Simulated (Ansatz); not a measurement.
# GaSb (model structure, started from the BN type, Pm-3n, No. 223, 12 atoms in the cell)

Calculation: r²SCAN in Ansatz (plane waves, PAW).

Run with plane-wave cutoff 560 eV, 8×8×8 k mesh, Fermi–Dirac smearing 0.05 eV, scalar-relativistic PAW data made under PBE.

Cell (relaxed at this level):

```cif
data_Ga6Sb6
_chemical_formula_sum 'Ga6 Sb6'
_space_group_name_H-M_alt 'P 1'
_space_group_IT_number 1
_cell_length_a 7.57214
_cell_length_b 7.57214
_cell_length_c 7.57214
_cell_angle_alpha 90.000
_cell_angle_beta 90.000
_cell_angle_gamma 90.000
loop_
_space_group_symop_operation_xyz
  'x, y, z'
loop_
_atom_site_label
_atom_site_type_symbol
_atom_site_fract_x
_atom_site_fract_y
_atom_site_fract_z
_atom_site_occupancy
Ga1 Ga 0.25000 0.00000 0.50000 1
Ga2 Ga 0.50000 0.25000 0.00000 1
Ga3 Ga 0.50000 0.75000 0.00000 1
Ga4 Ga 0.75000 0.00000 0.50000 1
Ga5 Ga 0.00000 0.50000 0.75000 1
Ga6 Ga 0.00000 0.50000 0.25000 1
Sb1 Sb 0.25000 0.50000 0.00000 1
Sb2 Sb 0.00000 0.25000 0.50000 1
Sb3 Sb 0.00000 0.75000 0.50000 1
Sb4 Sb 0.75000 0.50000 0.00000 1
Sb5 Sb 0.50000 0.00000 0.75000 1
Sb6 Sb 0.50000 0.00000 0.25000 1
```

For GaSb (model structure, started from the BN type, Pm-3n, No. 223, 12 atoms in the cell), the band gap comes out as 0.23 eV (on the SCF k mesh).

Note: the relaxation could raise the start's symmetry but not lower it, so the cell can be a saddle point.

Spin–orbit coupling is not included; it can close the smallest gap of 0.23 eV.

Static lattice: no zero-point or thermal effects.

The result took around 19 core-minutes (rough).

A model structure was made by putting elements into a prototype or built by hand; it is no filed structure, need not be a known phase, and can be a saddle point held by its symmetry.

Ansatz is a quantum-chemistry and plane-wave program.
